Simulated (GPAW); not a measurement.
# Equation of state of cubic perovskite BaZrO3 (space group 221): energy against volume (GPAW, LDA)

```xyz
5
Lattice="4.0270 0.0000 0.0000 0.0000 4.0270 0.0000 0.0000 0.0000 4.0270" Properties=species:S:1:pos:R:3 pbc="T T T"
Ba     0.0000     0.0000     0.0000
Zr     2.0135     2.0135     2.0135
O      2.0135     0.0000     2.0135
O      0.0000     2.0135     2.0135
O      2.0135     2.0135     0.0000
```

Level of theory: LDA (Perdew-Wang 92), GPAW PAW datasets LDA (gpaw-data 1.0.1) (plane waves; GPAW). Settings: mode = pw; ecut = 1040 eV; xc = LDA; kpts = 8 8 8; mesh shift (steps) = 0 0 0; occupations.name = fermi-dirac; occupations.width = 0.01 eV; nbands = -8; convergence.bands = -6; symmetry.symmorphic = false; symmetry.tolerance = 0.0005; maxiter = 150. The cell above is the first row's. The rows scale it uniformly. In all rows fractional positions and the k mesh are held. E is the free energy at the stated smearing, counted from the lowest row.

| V (Å^3/atom) | E (meV/atom) |
|---|---|
| 13.061 | 58.27 |
| 13.345 | 31.69 |
| 13.629 | 13.69 |
| 13.913 | 3.39 |
| 14.197 | 0.00 |
| 14.481 | 2.82 |
| 14.765 | 11.23 |
| 15.049 | 24.65 |
| 15.333 | ? |

Taking the third-order Birch-Murnaghan form, a cubic in V^(-2/3) for E over the 8 complete rows: With u = V^(-2/3) - 0.172, the rows have u = 0.008308, 0.005741, 0.003263, 0.000870, -0.001443, -0.003681, -0.005846, -0.007943. Least squares gives E = 1.359 + 1808.95·u + 601738·u² + 607053·u³. Residuals (row less fit): 0.000, -0.002, 0.000, 0.001, 0.000, -0.003, 0.003, -0.001; standard error 0.002 (degrees of freedom: 4). Its minimum lies at u = -0.001507, so V0 = (0.170493)^(-3/2) = 14.20. There d²E/du² = 1198000 and d³E/du³ = 3642000, so B0 = (4/9) × 14.20^(-7/3) × 1198000 × 0.160218 = 175 GPa (the last factor turns the table's units into GPa), and B0' = 4 + (2/3) × 0.170493 × (3642000)/1198000 = 4.3. The program's pressures in the fitted runs (not shown) pass through zero at V = 14.20, 0.02 % from this V0.

Task: What does the fit predict for E at V = 15.333, and how far is the calculated value from it?

Result: u = -0.009975, so E = 1.359 + 1808.95 × (-0.009975) + 601738 × (-0.009975)² + 607053 × (-0.009975)³ = 42.586 meV/atom. The calculation gives 42.58 meV/atom, 0.006 meV/atom below the prediction (under 0.05 % of the range of E in the table). The row lies outside the fitted rows, so this is an extrapolation. From the scatter of the fitted rows alone, a prediction at this place has a standard error of 0.006 meV/atom, so the miss is 1.0 times that.

Carrying the step between the two nearest rows on in a straight line would have given 38.07, off by 4.51; series whose last step already gives the withheld value aren't shown. The scan was laid around a cell of about the measured size, scaled by a guess for this functional. The runs keep the symmetry of the cell, so they don't test it for distortions. Spin-orbit coupling is off. Cutoffs and mesh are single choices, not tested for convergence of this quantity. Series with a scatter that would blur these digits, or in which a gap closes, are not shown. Nor are scans whose minimum lies at an end fitted in this form.
